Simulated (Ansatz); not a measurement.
# CaWO4 (I4₁/a, No. 88)

These are LDA (PAW; Ansatz, a quantum-chemistry and plane-wave program) values and carry that method's errors.

Run with plane-wave cutoff 520 eV, 10×10×10 k mesh, Fermi–Dirac smearing 0.01 eV, no spin polarisation, scalar-relativistic PAW data made under PBE.

Cell (relaxed at this level):

Space group I4₁/a, origin choice 1 (No. 88); a = b = 5.151 Å, c = 11.015 Å, α = β = γ = 90.00°

```
atom  site  symmetry       x       y       z
----  ----  --------  ------  ------  ------
W       4b      -4..  0.0000  0.0000  0.5000
Ca      4a      -4..  0.0000  0.0000  0.0000
O      16f         1  0.2591  0.3379  0.0886
```
(The calculation used a cell of 12 atoms; values per cell refer to that cell.)

| Property | Value |
|---|---|
| band gap | 4.05 eV |

Measured, for comparison: band gap 5.2 ± 0.3 eV (temperature not stated, not corrected to a static lattice, absorption, reflection, one- and two-photon excitation; as tabulated in Mikhailik et al. (2004), doi:10.1103/physrevb.69.205110).

Note: the volume lies 7 % below that of the published cell.

Spin–orbit coupling is not included.
